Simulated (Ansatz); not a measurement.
**ZnO: uniaxial stress, 5 GPa tension along x**

Consider ZnO in the wurtzite structure (space group P6_3mc, No. 186; a = 3.235 Å, c = 5.211 Å). Axes: x lies along a and z along c of the hexagonal cell.

The change: uniaxial stress, 5 GPa tension along x, with the cell and atoms free to relax against it.

The values are results of DFT with r2SCAN, PAW potentials and a 500 eV plane-wave cutoff in Ansatz (an electronic-structure program), no SOC, not measurements. Γ-centred 12×12×7 mesh, Fermi–Dirac width 0.05 eV.

The space group becomes Cmc2_1 (No. 36) (base: P6_3mc (No. 186)) and the shortest interatomic distance goes up by 0.009 Å, from 1.970 Å to 1.979 Å. The energy grows by 8.0 meV/atom and the band gap decreases by 0.05 eV (1.24 eV → 1.19 eV). The gap character is still direct at Γ and the electron mass stays 0.19 mₑ (at Γ). The valence-band top at Γ (three highest levels, from the VBM) changes from 0.00, 0.00, -0.10 eV to 0.00, -0.14, -0.14 eV and the strain response (xx, yy, zz) is (+4.37, −2.12, −1.29) %. The secant Young's modulus along x comes out as 110 GPa and the mean lateral Poisson ratio amounts to 0.39.

Final structure:

```
ZnO
1.0
    3.37641     0.00000     0.00000
   -1.68820     2.74230     0.00000
    0.00000     0.00000     5.14430
Zn O
2 2
Direct
  0.67039   0.34078   0.00562
  0.32961   0.65922   0.50562
  0.67423   0.34846   0.61958
  0.32577   0.65154   0.11958
```

Cost of the whole job for the changed cell (relaxation, final SCF and bands): about 6 core-minutes (a rough figure).

Masses are band curvatures over ±0.01 Å⁻¹ around the edge. Stability under load was not tested beyond the relaxation. Labels are those of the standard path for the cell's own space group.
